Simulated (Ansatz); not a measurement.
CsCl-type TiCo

These are B3LYP (VWN-RPA form) (Ansatz, a quantum-chemistry and plane-wave program, PAW) values and carry that method's errors.

Numerical settings: plane-wave cutoff 460 eV, 10×10×10 k mesh, Fermi–Dirac smearing 0.05 eV, no spin polarisation, scalar-relativistic PAW data made under PBE.

Cell: relaxed at this level.

```json
{
  "equilibrium_volume_per_atom": "13.04 Å³/atom",
  "bulk modulus B0": "191 GPa",
  "equilibrium_lattice_constant_a": "2.965 Å",
  "pressure derivative B′ of the bulk modulus": "4.1"
}
```

Measured, for comparison: equilibrium volume per atom 13.43 Å³/atom, bulk modulus 154 GPa, lattice constant a 2.995 Å (room temperature, no zero-point or thermal correction; as tabulated in Yamada et al. (2019), arXiv:1910.09660). Computed (rounded) less measured: equilibrium volume per atom -2.9 %, bulk modulus +24 %, lattice constant a -1.0 %. A static lattice is as a rule a little smaller and stiffer than an uncorrected measurement, which narrows the difference in the lattice constant a and would widen misses of the other sign.

Note: the run has no spin polarisation, so it can have missed a magnetic state.

The computed numbers hold no vibrational or temperature effects.
